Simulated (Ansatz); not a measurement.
# Rh: response to strain

Start from Rh in the fcc (Cu type) structure (space group Fm-3m, No. 225; a = 3.8015 Å; relaxed with 0.1 eV smearing). Axes: x, y, z lie along the cube axes.

Strains are applied to the cell and any free atomic positions relax.

Level of theory: r2SCAN/PAW in Ansatz (a quantum-chemistry and plane-wave program), no spin-orbit coupling.

Notes on the quantities. pressure: mean of the normal stresses, compression positive; energy relative to the base: free energy F.

```
change                          pressure  energy relative to the base  shortest interatomic distance
------------------------------  --------  ---------------------------  -----------------------------
base                             0.0 GPa                   0 meV/atom                        2.688 Å
uniaxial strain ε_zz = −3.00 %   9.4 GPa                 +18 meV/atom                        2.648 Å
uniaxial strain ε_zz = −2.50 %   7.7 GPa                 +13 meV/atom                        2.655 Å
uniaxial strain ε_zz = −2.00 %       ___                          ___                            ___
uniaxial strain ε_zz = −1.50 %   4.4 GPa                +4.4 meV/atom                        2.668 Å
uniaxial strain ε_zz = −1.00 %   2.9 GPa                +1.9 meV/atom                        2.675 Å
uniaxial strain ε_zz = −0.50 %   1.4 GPa                +0.5 meV/atom                        2.681 Å
```

Problem. What belongs in the blanks?

Solution. 
- uniaxial strain ε_zz = −2.00 %, pressure: 6.0 GPa
- uniaxial strain ε_zz = −2.00 %, energy relative to the base: +7.9 meV/atom
- uniaxial strain ε_zz = −2.00 %, shortest interatomic distance: 2.661 Å

Whether these cells are dynamically stable was not tested. All final runs are without spin polarisation.
